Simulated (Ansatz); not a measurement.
We consider MgO (model structure, started from the CsCl type, Pm-3m, No. 221, 2 atoms in the cell; like a known high-pressure phase), described by r²SCAN+rVV10 in Ansatz (PAW).

Run with plane-wave cutoff 560 eV, 14×14×14 k mesh, Fermi–Dirac smearing 0.01 eV, scalar-relativistic PAW data made under PBE.

Cell (relaxed at this level):

MgO has the cubic space group Pm-3m (No. 221), the CsCl type structure, Pearson symbol cP2. Lattice parameters: a = 2.6175 Å, b = 2.6175 Å, c = 2.6175 Å, α = 90.00°, β = 90.00°, γ = 90.00°. Mg on 1a has 8 O at 2.267 Å (cubic). O on 1b sees 8 Mg at 2.267 Å (cubic). (Neighbours: up to the widest gap in distance over summed covalent radii, below 1.35, at either atom; cation-cation and far metal-metal contacts left out.)

Problem. Give the computed band gap.

Solution. 
- band gap = 3.52 eV (on the SCF k mesh)

The computed numbers hold no vibrational or temperature effects.

Cost on a shared machine: very roughly 17 core-seconds.

A model structure was made by putting elements into a prototype or built by hand; it is no filed structure, need not be a known phase, and can be a saddle point held by its symmetry.

Ansatz is a quantum-chemistry and plane-wave program.
